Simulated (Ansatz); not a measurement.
The parent structure is Pt in the fcc (Cu type) structure (space group Fm-3m, No. 225; relaxed with 0.1 eV smearing).

```yaml
crystal:
  lattice:
    - [0.00000, 1.95989, 1.95989]
    - [1.95989, 0.00000, 1.95989]
    - [1.95989, 1.95989, 0.00000]
  atoms:
    - { symbol: Pt, position: [0.00000, 0.00000, 0.00000] }
```

Cartesian axes are those of the cell as printed.

Calculations: Ansatz (a first-principles code) PBEsol, no spin-orbit coupling.

For the base:

```
Item                Value
---------------  --------
Pressure          0.0 GPa
Volume per atom  15.06 Å³
```

Perturbation: tensile biaxial strain of 1.00 % in the plane normal to [001], as in epitaxy on a mismatched substrate; the out-of-plane cell vector and the atoms relax.

Problem. Predict the new pressure and volume per atom.

Solution. The pressure (mean of the normal stresses, compression positive) goes from zero to -1.6 GPa; the volume per atom grows by 0.086 Å³ (15.06 Å³ → 15.14 Å³).

Whether these cells are dynamically stable was not tested. The final runs are not spin-polarised.
